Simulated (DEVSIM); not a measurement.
Structure: Schottky contact on n-type GaP, at 400 K.

Layer 1 from the left is GaP, thickness (μm) 8.30, Nd (cm⁻³) 1.1e15, τn (s) 8.9e-7, τp (s) 8.9e-7.

Left contact: Schottky, work function 4.79 eV, emission velocity 9e6 cm/s. Right contact: ohmic. Voltage is applied to the left contact. Recombination: SRH at mid-gap, Auger. Mobility is μmin + (μ − μmin)/(1 + (N/Nref)^α).

This is a model device: material constants are rounded textbook-type values typed into the input, and sizes, dopings and lifetimes were drawn at random. Values at 300 K; Nc and Nv go as T^1.5, mobilities as T to minus their exponent, the gap by Varshni's rule with the affinity fixed.

GaP: gap (eV) 2.26, affinity (eV) 3.8, permittivity 11.1, Nc (cm⁻³) 1.8e19, Nv (cm⁻³) 1.9e19, μn (cm²/Vs) 250, μp (cm²/Vs) 150, μn,min 10, μp,min 10, Nref,n 4.4e18, Nref,p 1e18, αn 0.8, αp 0.85, T exponent of μn 1.6, T exponent of μp 1.98, Cn (cm⁶/s) 1e-30, Cp (cm⁶/s) 1e-30, Varshni α (eV/K) 0.00058, Varshni β (K) 372.

Model (solved in DEVSIM): 1D drift-diffusion, Boltzmann statistics, complete ionisation; no tunnelling, impact ionisation, image-force lowering or self-heating. Metal contacts follow the ideal Schottky-Mott rule: no Fermi-level pinning, no interface dipoles.

Dark forward current:

```
|V| (V)  |J| (A/cm²)
-------  -----------
0.05        8.464e-6
0.10        4.277e-5
0.15       0.0001819
0.20       0.0007427
0.25        0.002980
0.30         0.01173
0.35         0.04454
0.40          0.1554
0.45          0.4553
0.50           1.044
0.55           1.912
0.60           2.986
0.65           4.198
0.70           5.503
0.75           6.875
0.80           8.296
0.85           9.752
0.90           11.24
0.95           12.75
1.00           14.27
1.05           15.81
1.10           17.37
1.15           18.93
1.20           20.51
1.25           22.09
1.30           23.68
```

**Question.** Work out the local ideality factor n = ΔV / (kT/q · ln(J2/J1)) between the rows 0.15 and 0.20 V, 1.25 and 1.30 V.

**Answer.** kT/q = 34.47 mV. From 0.15 to 0.20 V: ln(0.0007427/0.0001819) = 1.407, n = 1.03, near the 1 of diffusion or emission over a barrier. From 1.25 to 1.30 V: ln(23.68/22.09) = 0.070, n = 20.87; the layers' resistance at their doping, Σ W/(qμN) = 0.030 Ω cm², would take 48 mV of this step of 50 mV.

**Question.** Estimate the current at 0.20 V for emission alone, J0 = q v N_band exp(−φB/kT), and read the barrier back from the simulated current.

**Answer.** φB = 0.990 eV, N_band = 2.77e19 cm⁻³, J0 = 1.34e-5 A/cm²; J = J0 (exp(qV/kT) − 1) = 0.00444 A/cm². The simulation gives 0.000743 A/cm²; the estimate lies 500 % above. Read backwards, the simulated current gives an apparent barrier of 1.052 eV. The estimate leaves out transport through the depletion region and minority injection.
